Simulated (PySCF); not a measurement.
PySCF 2.14.0, HF/def2-svp: Si(F)2(Me)(NHMe) (CN[Si](C)(F)F), 13 atoms. The geometry is a generated start, not checked to be a minimum at this level.

```
Quantity                                   Value
-------------------------------  ---------------
task                                      energy
method                                        hf
basis                                   def2-svp
mol.max_memory                           7000 MB
mf.init_guess                    minao (default)
mf.DIIS                          CDIIS (default)
mf.diis_space                        8 (default)
mf.conv_tol                      1e-09 (default)
basis functions (reference run)              123
```

```xyz
13

C     -1.8738    -0.5327    -0.3191
N     -0.9451     0.5595    -0.5243
Si     0.4972     0.7927     0.3511
C      1.9220    -0.4407     0.2323
F      1.0057     2.2576    -0.0553
F      0.0935     0.9427     1.8972
H     -1.5602    -1.4493    -0.8321
H     -1.9439    -0.7351     0.7493
H     -2.8618    -0.2492    -0.6836
H     -1.0032     0.9429    -1.4545
H      1.6267    -1.4298     0.5699
H      2.2885    -0.5372    -0.7856
H      2.7545    -0.1214     0.8545
```
Charge 0, spin multiplicity 1.

The reference run uses exact four-centre integrals. Each setting ran once; only counts and results are compared.

Settings tried, all else as in the reference:
- COSX exchange (sgx_fit, pjs) with fitted J, mf.with_df.grids_level_i = 1, mf.with_df.grids_level_f = 3
- COSX exchange (sgx_fit, pjs) with fitted J, mf.with_df.grids_level_i = 1, mf.with_df.grids_level_f = 2 (default)
- density fitting of J alone, exact K
- density fitting
- COSX exchange (sgx_fit, pjs) with fitted J, mf.with_df.grids_level_i = 1, mf.with_df.grids_level_f = 4
- COSX exchange (sgx_fit, pjs) with fitted J, mf.with_df.grids_level_i = 1, mf.with_df.grids_level_f = 1
- density fitting, auxbasis = autoaux
- density fitting, auxbasis = def2-universal-jfit

### Question
Which of these stay within 1.0 meV/atom in energy of the reference run?

### Answer
Within it: COSX exchange (sgx_fit, pjs) with fitted J, mf.with_df.grids_level_i = 1, mf.with_df.grids_level_f = 1; COSX exchange (sgx_fit, pjs) with fitted J, mf.with_df.grids_level_i = 1, mf.with_df.grids_level_f = 2 (default); COSX exchange (sgx_fit, pjs) with fitted J, mf.with_df.grids_level_i = 1, mf.with_df.grids_level_f = 4; density fitting of J alone, exact K; COSX exchange (sgx_fit, pjs) with fitted J, mf.with_df.grids_level_i = 1, mf.with_df.grids_level_f = 3; density fitting; density fitting, auxbasis = autoaux. Outside: density fitting, auxbasis = def2-universal-jfit.

```json
[
 {"setting": "COSX exchange (sgx_fit, pjs) with fitted J, mf.with_df.grids_level_i = 1, mf.with_df.grids_level_f = 1", "energy against the reference": "−0.014 meV/atom"},
 {"setting": "COSX exchange (sgx_fit, pjs) with fitted J, mf.with_df.grids_level_i = 1, mf.with_df.grids_level_f = 2 (default)", "energy against the reference": "−0.20 meV/atom"},
 {"setting": "COSX exchange (sgx_fit, pjs) with fitted J, mf.with_df.grids_level_i = 1, mf.with_df.grids_level_f = 4", "energy against the reference": "−0.29 meV/atom"},
 {"setting": "density fitting of J alone, exact K", "energy against the reference": "−0.29 meV/atom"},
 {"setting": "COSX exchange (sgx_fit, pjs) with fitted J, mf.with_df.grids_level_i = 1, mf.with_df.grids_level_f = 3", "energy against the reference": "−0.32 meV/atom"},
 {"setting": "density fitting", "energy against the reference": "+0.49 meV/atom"},
 {"setting": "density fitting, auxbasis = autoaux", "energy against the reference": "+0.70 meV/atom"},
 {"setting": "density fitting, auxbasis = def2-universal-jfit", "energy against the reference": "+3300 meV/atom"}
]
```

Total energies are compared; such shifts often cancel in part in energy differences. sgx_fit (COSX, pjs=True) fits J as well, so its difference is the sum of the grid's shift in exchange and the fit's in Coulomb. def2-universal-jfit is made for Coulomb alone and misses functions that exchange needs. Also tried and not ranked: density fitting, auxbasis = def2-universal-jkfit (same energy as a listed run). The tolerance is a choice made for this comparison.
